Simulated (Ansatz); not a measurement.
Consider TiAl (space group P4/mmm, No. 123; relaxed with 0.1 eV smearing).

```xyz
2
Lattice="2.7963 0.0000 0.0000 0.0000 2.7963 0.0000 0.0000 0.0000 4.0381" Properties=species:S:1:pos:R:3 pbc="T T T"
Ti     0.0000     0.0000     0.0000
Al     1.3981     1.3981     2.0191
```

Cartesian axes are those of the cell as printed.

The values are results of PBEsol (Ansatz, a program for electronic structure), no spin-orbit coupling, not measurements.

Strains are applied to the cell and any free atomic positions relax.

One change was made to it. Results:

The energy goes up by 9.4 meV/atom; the shortest interatomic distance decreases by 1.0 pm, from 279.6 pm to 278.6 pm.

Task: What was done to the base?
(A) tensor shear ε_xz = +2.00 %
(B) tensor shear ε_xz = +1.14 %
(C) tensor shear ε_xz = +0.86 %
(D) tensor shear ε_xz = +0.29 %

Result: A, tensor shear ε_xz = +2.00 %. For comparison, the energy relative to the base in the other runs: tensor shear ε_xz = +1.14 % gives +3.1 meV/atom; tensor shear ε_xz = +0.29 % gives +0.2 meV/atom; tensor shear ε_xz = +0.86 % gives +1.7 meV/atom.

No phonon test of stability was made. All final runs are without spin polarisation.
